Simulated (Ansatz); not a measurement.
# fcc Pb (1 1 0) on alpha quartz (1 0 0) (film strained to the substrate, started from cuts of the bulks and a machine-learned relaxation; slabs Si14O32 and Pb18, which can lie off the formulas)

A periodic stack without vacuum, fcc Pb (1 1 0) on alpha quartz (1 0 0) (film strained to the substrate, started from cuts of the bulks and a machine-learned relaxation; slabs Si14O32 and Pb18, which can lie off the formulas): substrate slab Si14O32, film Pb18, surface cells [[0, 2], [-1, 0]] and [[0, 3], [-1, 0]], film strained by -0.3 and +3.1 %, outermost planes O/O and Pb/Pb as cut, which need not be the usual terminations and can put a slab off its formula.

The start was prepared with a machine-learned potential, and the result is one local minimum, with the in-plane cell held and forces under 0.04 eV/Å; the film can end far from its bulk form.

The numbers are results of PBE (plane waves to 420 eV, PAW; Ansatz, a quantum-chemistry and plane-wave program), not measurements. Scalar-relativistic, without spin–orbit coupling; the runs are not spin-polarised. Its k-point mesh 3×5×1, Fermi–Dirac width 0.05 eV.

- interface area: 55.3 Å²
- period: 23.02 Å
- heights between the nearest atoms of the two slabs at the two interfaces: 0.11 and 0.32 Å
- O–Pb contacts across the interfaces within 1.22 times the sum of covalent radii: 10, mean 2.31 Å
- Pb–Si contacts across the interfaces within 1.22 times the sum of covalent radii: 1, mean 3.05 Å

```
CELL_PARAMETERS angstrom
     11.01859     0.00030    -0.10029
     -0.00006     5.02117     0.01448
      2.08334     0.07148    23.00219
ATOMIC_POSITIONS crystal
  Si 0.18386 0.95354 0.07915
  Si 0.62508 0.87579 0.08177
  O  0.08422 0.12122 0.12235
  O  0.56834 0.08345 0.13247
  O  0.26862 0.18035 0.04340
  O  0.65415 0.06772 0.02418
  O  0.11071 0.78230 0.03389
  O  0.52664 0.65262 0.06921
  O  0.26540 0.75870 0.11768
  O  0.75253 0.74732 0.10308
  Si 0.11324 0.41714 0.26947
  Si 0.63069 0.44363 0.26658
  Si 0.97424 0.14438 0.17303
  Si 0.46851 0.13003 0.18703
  Si 0.30678 0.64415 0.17860
  Si 0.80693 0.64860 0.16317
  O  0.02494 0.59192 0.31470
  O  0.55772 0.63593 0.31444
  O  0.40127 0.85019 0.20572
  O  0.90388 0.86270 0.18451
  O  0.18739 0.62164 0.22507
  O  0.69469 0.62199 0.21391
  O  0.02782 0.22212 0.23451
  O  0.53527 0.23180 0.24328
  O  0.36858 0.35069 0.16981
  O  0.87706 0.36543 0.15262
  O  0.21034 0.24124 0.30362
  O  0.73882 0.28193 0.29671
  Si 0.09509 0.93189 0.46153
  Si 0.58694 0.97763 0.45783
  Si 0.93373 0.65657 0.37116
  Si 0.45141 0.66270 0.36708
  Si 0.27591 0.16613 0.36222
  Si 0.76601 0.17279 0.36054
  O  0.00182 0.08912 0.50809
  O  0.47519 0.09322 0.50106
  O  0.37012 0.39643 0.37921
  O  0.85351 0.38807 0.39210
  O  0.16988 0.13167 0.41497
  O  0.63634 0.15844 0.40014
  O  0.01100 0.72905 0.42540
  O  0.51636 0.71424 0.42837
  O  0.35662 0.89678 0.35236
  O  0.83895 0.89112 0.35538
  O  0.18834 0.76482 0.49940
  O  0.70787 0.90303 0.49083
  Pb 0.19605 0.27644 0.66977
  Pb 0.54078 0.28053 0.67731
  Pb 0.86782 0.30042 0.67068
  Pb 0.37568 0.69590 0.52655
  Pb 0.81665 0.27379 0.51287
  Pb 0.04884 0.80472 0.59997
  Pb 0.82953 0.27671 0.81714
  Pb 0.17525 0.27649 0.81810
  Pb 0.50192 0.27559 0.82173
  Pb 0.01910 0.77651 0.74311
  Pb 0.35904 0.77692 0.73913
  Pb 0.68285 0.77693 0.74140
  Pb 0.47765 0.33962 0.01045
  Pb 0.81878 0.25480 0.96645
  Pb 0.13235 0.40392 0.98706
  Pb 0.66661 0.75746 0.89549
  Pb 0.98405 0.79669 0.88368
  Pb 0.32163 0.76969 0.88394
```
